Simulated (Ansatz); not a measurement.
The parent structure is HfO$_{2}$ in the fluorite structure (space group Fm-3m, No. 225).

```xyz
3
Lattice="0.0000 2.5005 2.5005 2.5005 0.0000 2.5005 2.5005 2.5005 0.0000" Properties=species:S:1:pos:R:3 pbc="T T T"
Hf     0.0000     0.0000     0.0000
O      1.2503     1.2503     1.2503
O      3.7508     3.7508     3.7508
```

Cartesian axes are those of the cell as printed.

Calculations: Ansatz (a first-principles code), LDA, PAW, cutoff 420 eV, scalar-relativistic without spin-orbit coupling.

Before the change:

| Property | Result |
|---|---|
| Smallest direct gap | 3.66 eV |
| Band gap | 3.66 eV |
| Electron mass | 1.1 mₑ along k, 0.68 mₑ across (at X) |

It is then changed as follows: uniaxial strain ε_zz = +2.00 %, all other strain components held at zero; the atoms relax in the strained cell.

What does the calculation give for the smallest direct gap, stress, band gap and electron mass after the change?

The smallest direct gap shrinks by 0.13 eV to 3.53 eV; the stress (xx, yy, zz, yz, xz, xy; compression positive) amounts to (-2.21, -2.21, -11.62, 0.00, 0.00, 0.00) GPa; the band gap drops by 0.14 eV, from 3.66 eV to 3.52 eV; the electron mass goes from 1.1 mₑ along k, 0.68 mₑ across (at X) to 0.41 mₑ along z, 1.1 mₑ across (at Γ).

With Hf present, leaving out spin-orbit coupling can change the band edges. Effective masses come from finite differences of ±0.01 Å⁻¹. Along k means along the line from Γ to the band edge. Stability against distortions was not tested. This is not the structure that HfO2 has at room temperature and ambient pressure.
